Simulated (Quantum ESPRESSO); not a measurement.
A working Quantum ESPRESSO input for SrCu4Sn2 (I4/mcm, 14 atoms in the cell) (DFT, PBEsol, plane waves, PSlibrary ultrasoft (PBE) pseudopotentials):

```fortran
&CONTROL
   calculation = 'scf',
   prefix = 'pwscf',
   outdir = './work',
   pseudo_dir = './',
   tprnfor = .true.,
   tstress = .true.,
/
&SYSTEM
   ibrav = 0,
   nat = 14,
   ntyp = 3,
   ecutwfc = 55,
   ecutrho = 385,
   occupations = 'smearing',
   smearing = 'fermi-dirac',
   degauss = 0.0099958,
   input_dft = 'pbesol',
/
&ELECTRONS
   conv_thr = 1.0e-11,
/
ATOMIC_SPECIES
Sr    87.6200  Sr.pbe-spn-rrkjus_psl.1.0.0.UPF
Cu    63.5460  Cu.pbe-dn-rrkjus_psl.1.0.0.UPF
Sn   118.7100  Sn.pbe-dn-rrkjus_psl.1.0.0.UPF
ATOMIC_POSITIONS {crystal}
Sr    0.750000000    0.750000000    0.000000000
Sr    0.250000000    0.250000000    0.000000000
Cu    0.474570000    0.974570000    0.771140000
Cu    0.525430000    0.025430000    0.228860000
Cu    0.974570000    0.203430000    0.500000000
Cu    0.025430000    0.796570000    0.500000000
Cu    0.203430000    0.703430000    0.228860000
Cu    0.796570000    0.296570000    0.771140000
Cu    0.703430000    0.474570000    0.500000000
Cu    0.296570000    0.525430000    0.500000000
Sn    0.160620000    0.660620000    0.821240000
Sn    0.839380000    0.339380000    0.178760000
Sn    0.660620000    0.839380000    0.500000000
Sn    0.339380000    0.160620000    0.500000000
K_POINTS {automatic}
3 3 3  0 0 0
CELL_PARAMETERS {angstrom}
  -4.147682000     4.147682000     3.957706000
   4.147682000    -4.147682000     3.957706000
   4.147682000     4.147682000    -3.957706000
```

The run converged in 12 iterations: free energy E − TS -24069.9318 eV; Fermi level (on the code's own zero) 10.92 eV; pressure -6.26 GPa; largest force (vector length) 0.109 eV/Å. Each of these slips is then made, one at a time:

(1)
```diff
-/
-&ELECTRONS
-   conv_thr = 1.0e-11,
```

(2)
```diff
-   pseudo_dir = './',
+   pseudo_dir = './pseudo',
```

(3)
```diff
-Sn    0.339380000    0.160620000    0.500000000
+Sn1    0.339380000    0.160620000    0.500000000
```

Question: How does each altered input end?

Answer: 
(1) A required namelist left out. The program stopped before any SCF iteration.
```
Error in routine  read_namelists (1):
bad line in namelist &electrons: "   4.147682000     4.147682000    -3.957706000" (error could be in the previous line)
```

(2) A wrong folder for the potentials. The program stopped before any SCF iteration.
```
Error in routine readpp (1):
file ./pseudo/Sr.pbe-spn-rrkjus_psl.1.0.0.UPF not found
```

(3) An atom label that is not in the list of species. The program stopped before any SCF iteration.
```
Error in routine read_cards (14):
species Sn1 in ATOMIC_POSITIONS is nonexistent
```

The starting cell comes from a database of computed structures (which also holds hypothetical and non-ambient phases and stackings), without a prior relaxation at this level. Its lattice was rescaled by a random factor within 2.5 % of one. Spin polarisation is off. In the base run, with a pressure of about -6 GPa the cell is away from its equilibrium volume at this level.

Left out of this page: 3 runs of the series outside the window shown, repeating another row's setting, or not comparable; 1 run of the series stopped by limits of time or memory.
